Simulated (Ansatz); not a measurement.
# CdSe: isotropic strain −0.30 %

Take CdSe in the zinc blende structure (space group F-43m, No. 216; a = 6.0820 Å) as the base.

It is then changed as follows: an isotropic linear strain of −0.30 %, atoms relaxed at fixed cell.

Level of theory: PBEsol (Ansatz, a quantum-chemistry and plane-wave program; PAW; 420 eV plane waves; no spin-orbit coupling), earlier PAW set. Settings: 9×9×9 k-points, 0.05 eV Fermi–Dirac smearing.

```tsv
quantity	base	changed	shift
volume per atom	28.12 Å³	27.87 Å³	-0.25 Å³
space group	F-43m (No. 216)	F-43m (No. 216)	–
shortest interatomic distance	2.634 Å	2.626 Å	-0.008 Å
energy relative to the base (free energy F)	0 meV/atom	+0.4 meV/atom	+0.4 meV/atom
pressure	0.00 GPa	0.48 GPa	+0.48 GPa
band gap	0.48 eV	0.50 eV	+0.02 eV
gap character	direct at Γ	direct at Γ	–
width of the top valence band	2.25 eV	2.29 eV	+0.04 eV
electron mass	0.049 mₑ (at Γ)	0.050 mₑ (at Γ)	–
```

Effective masses come from finite differences of ±0.01 Å⁻¹. Whether these cells are dynamically stable was not tested.
